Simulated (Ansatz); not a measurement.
Take HfO₂ in the fluorite structure (space group Fm-3m, No. 225; a = 5.0585 Å) as the base.

Calculations: r2SCAN (Ansatz, a first-principles code), no spin-orbit coupling.

For the base:

The gap between the host's bands is 4.30 eV. The gap character is direct at X.

Now apply this change: hole doping at 1.0×10^22 cm⁻³ (0.324 per cell), with a uniform compensating background at fixed cell and a 300 K Fermi–Dirac width.

Question: What does the calculation give for the gap between the host's bands after the change?

Answer: The gap between the host's bands rises by 0.365 eV, from 4.30 eV to 4.67 eV.

Question: Estimate the effect on the Fermi level from band edge.

Answer: The Fermi level relative to the doped band's edge (positive inside the band; to 0.05 eV) is +0.55 eV.

Question: How does this affect the gap character?

Answer: The gap character stays direct at X.

Carriers are added with a uniform compensating background; total energy and stress of such cells depend on the potential's zero and are not compared; many-body gap narrowing is missing at this level. With Hf present, leaving out spin-orbit coupling can change the band edges. No phonon test of stability was made. This is not the structure that HfO2 has at room temperature and ambient pressure.
